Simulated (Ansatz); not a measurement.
Ansatz (an electronic-structure program) run on LuBi2ClO4 (P4/mmm, 8 atoms in the cell): dielectric-response calculation.

Method: LDA (PW92), default PAW files made with PBE (plane waves; Ansatz).

```xyz
8
Lattice="3.8764 0.0000 0.0000 0.0000 3.8764 0.0000 0.0000 0.0000 9.0603" Properties=species:S:1:pos:R:3 pbc="T T T"
Lu     0.0000     0.0000     0.0000
Bi     1.9382     1.9382     2.4980
Bi     1.9382     1.9382     6.5623
Cl     0.0000     0.0000     4.5302
O      1.9382     0.0000     7.7155
O      1.9382     0.0000     1.3448
O      0.0000     1.9382     7.7155
O      0.0000     1.9382     1.3448
```

Reference input (self-consistent single point, DFT, LDA (PW92), plane waves, default PAW files made with PBE): basis.ecutwfc = 420 eV; kpoints.mp_grid.grid = 7 7 3; hamiltonian.xc = lda; hamiltonian.pseudopotentials = {kind: paw} (the program's default PAW files); scf.occupations.method = fixed. This run's input differs from it in these lines:

Ansatz 0.2 input:
```diff
@@ -18,3 +18,3 @@
 kpoints:
-  mp_grid: { grid: [7, 7, 3] }
+  mp_grid: { grid: [8, 8, 4], shift: [0.5, 0.5, 0.5] }
 hamiltonian:
@@ -24,6 +24,4 @@
   occupations: { method: fixed }
-output:
-  forces: true
-  eigenvalues: true
-  stress: true
+dielectric:
+  field_mesh: kpoints
```

Output (repeated stretches shortened):

```
SCF iter   1: F=—  HF=-41936.127554 eV  |F-HF|=—  |Δ(HF+E_count)|=         —  Δρ=1.49e-2  dr2=3.01e-1  ethr=1.77e-3  ⟨swp⟩=5.4  Hψ=12814  notcnv=0  defer=395
all-band conjugate gradients solve this SCF's bands
preconditioner: auto → Resta (q_TF=auto, 2.527 Å⁻¹)
SCF iter   2: F=—  HF=-41936.063399 eV  |F-HF|=—  |Δ(HF+E_count)|=   6.42e-2  Δρ=5.74e-3  dr2=3.96e-2  ethr=3.50e-4  ⟨swp⟩=2.8  Hψ=6321  notcnv=0  defer=445
   [... lines left out ...]
SCF iter   9: F=—  HF=-41936.054038 eV  |F-HF|=—  |Δ(HF+E_count)|=   9.19e-9  Δρ=1.55e-6  dr2=3.81e-9  ethr=5.79e-11  ⟨swp⟩=2.5  Hψ=6270  notcnv=0  defer=189
SCF iter  10: F=—  HF=-41936.054038 eV  |F-HF|=—  |Δ(HF+E_count)|=  2.69e-10  Δρ=4.46e-7  dr2=3.40e-10  ethr=4.43e-12  ⟨swp⟩=2.3  Hψ=5952  notcnv=0  defer=189
SCF iter  11: F=—  HF=-41936.054038 eV  |F-HF|=—  |Δ(HF+E_count)|=  6.55e-11  Δρ=1.47e-7  dr2=2.61e-11  ethr=1.00e-12  ⟨swp⟩=15.0  Hψ=18593  notcnv=0
SCF iter  12: F=-41936.054038 eV  HF=-41936.054038 eV  |F-HF|=2.91e-11  |Δ(HF+E_count)|=  1.46e-11  Δρ=1.22e-7  dr2=2.60e-11  ethr=1.00e-12  ⟨swp⟩=3.7  Hψ=9068  notcnv=0
SCF 1 converged in 12 iterations: F = -41936.054038 eV  dr2 = 2.60e-11
DFPT response loops at Γ: preconditioner auto → Resta (q_TF=auto, 2.527 Å⁻¹)  ε∞=6.2 (no band partly filled) …
Free energy (F): -41936.054038 eV
Internal energy: -41936.054038 eV  (E = F + TS)
E sigma→0 (E₀):  -41936.054038 eV
Fermi energy:    8.850882 eV
--- Dielectric response (ions clamped): 2 representative field directions + reference, on 64 of 256 k-points (Σ response iterations 21) ---
  k mesh reduced under 2 symmetry operations, with k and −k counted as one. Each operation leaves every solved perturbation unchanged …
   [... lines left out ...]
         0.00000   -2.12166    0.00000
         0.00000    0.00000   -2.04774
    site 7:
        -3.66873   -0.00000   -0.00000
         0.00000   -2.12166    0.00000
         0.00000    0.00000   -2.04774
  Z* charge neutrality: 6.921e-5 e pre-enforcement
  k-mesh period / interband length: 31.0 Å / 1.88 Å = 16.51 at k = (0.0625, 0.0625, 0.1250), direct gap 1.838 eV — 14 or more, which is no proof of convergence
```

The run converged in 12 iterations. 

Summary of the result:
| Quantity | Result |
|---|---|
| Free energy E − TS (on the zero of these files) | -41936.0540 eV |
| Top of the valence band (on the code's own zero) | 8.85 eV |
| Gap on the k-point mesh | 1.56 eV |
| ε∞ at this k-point mesh, which may be far from converged in small-gap cells (xx, yy, zz) | 5.94, 5.94, 5.29 |
| Born charges at this mesh (mean of the diagonal, e) | Lu 4.12, Bi 4.11, Bi 4.11, Cl -1.89, O -2.61, O -2.61, O -2.61, O -2.61 |

The starting cell comes from a database of computed structures (which also holds hypothetical and non-ambient phases and stackings), without a prior relaxation at this level. Its lattice was rescaled by up to half a per cent. Spin-orbit coupling is off. The shifted mesh does not hold Γ, so a gap read on it misses any band edge there.

Cost on one core of a shared machine: roughly 5 min.
